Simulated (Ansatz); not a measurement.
Amorphous Si34N36, 70 atoms at 2.89 g/cm³, one PBE-relaxed geometry, zone centre. Methods: PBE, scalar-relativistic without spin-orbit coupling (Ansatz, an electronic-structure program); r2SCAN, scalar-relativistic without spin-orbit coupling (Ansatz); HSE06, scalar-relativistic without spin-orbit coupling (Ansatz); PBE0, scalar-relativistic without spin-orbit coupling (Ansatz). Plane waves to 420 eV (r2SCAN 500 eV); exact exchange is cut at the cell's faces. The usual formal charges leave 28 electrons over, so the level spacing at the Fermi energy parts defect or band states and needn't be the band gap. At PBE the levels at the filled edge of the gap are localised (band-tail or defect states), and the nearest spread-out levels lie 1.7 eV apart at the zone centre. The higher rungs were started with moments on some atoms, which died out.

It comes from a melt-quench run on a machine-learned potential (CHGNet), relaxed afterwards by DFT. N atoms were pushed apart under 1.9 Å during the dynamics, to hinder bonds among them. It is the lowest in DFT energy of 2 quenches. It is a model cell: composition and starting density were chosen by hand, and all elements were melted together. No dispersion term was used. A short ab initio anneal came between quench and relaxation. Its density started from a set value of 2.98 and ended at 2.89 g/cm³. Cooling (nominally 300 K/ps over its main leg) ran many orders faster than in experiment, which tends to leave more defects and strain. One small periodic cell is one sample of the glass; other quenches scatter about these values. The volume was free in the relaxation, at fixed shape. Stress components on the final sampling reach 5.6 GPa. On a 2×2×2 Γ-centred mesh force components of up to 0.16 eV/Å stay, since the relaxation ran on the zone centre alone.

The relaxation ran on the zone centre alone. At PBE the level spacing at the Fermi energy is 1.19 eV on a 2×2×2 Γ-centred mesh, and the spacing at the zone centre alone 1.36 eV.

### Question
What zone-centre spacing does r2SCAN give, roughly?

### Answer
1.55 eV (+0.19 eV against PBE).

### Question
What zone-centre spacing does HSE06 give, roughly?

### Answer
2.11 eV (+0.75 eV against PBE).

### Question
What zone-centre spacing does PBE0 give, roughly?

### Answer
2.83 eV (+1.47 eV against PBE).

The highest filled and the lowest empty state spread over these numbers of atoms (participation numbers): PBE: 9.9 and 11.3; r2SCAN: 9.0 and 10.5; HSE06: 8.0 and 10.2; PBE0: 8.0 and 10.2.
